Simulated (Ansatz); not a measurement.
## L1₂ (Cu3Au-type) Pt3Ti

These are HSE06 (PAW; Ansatz, a quantum-chemistry and plane-wave program) values and carry that method's errors.

Settings: plane-wave cutoff 460 eV, 8×8×8 k mesh, Fermi–Dirac smearing 0.05 eV, no spin polarisation, scalar-relativistic PAW data made under PBE.

Cell (relaxed at this level):

```cif
data_Pt3Ti
_chemical_formula_sum 'Ti1 Pt3'
_space_group_name_H-M_alt 'Pm-3m'
_space_group_IT_number 221
_space_group_name_Hall '-P 4 2 3'
_cell_length_a 3.90928
_cell_length_b 3.90928
_cell_length_c 3.90928
_cell_angle_alpha 90.000
_cell_angle_beta 90.000
_cell_angle_gamma 90.000
loop_
_atom_site_label
_atom_site_type_symbol
_atom_site_symmetry_multiplicity
_atom_site_Wyckoff_symbol
_atom_site_fract_x
_atom_site_fract_y
_atom_site_fract_z
_atom_site_occupancy
Ti1 Ti 1 a 0.00000 0.00000 0.00000 1
Pt1 Pt 3 c 0.00000 0.50000 0.50000 1
```

- bulk modulus B0: 264 GPa
- pressure derivative B′ of the bulk modulus: 5.0

Note: the run has no spin polarisation, so it can have missed a magnetic state.

Spin–orbit coupling is not included.
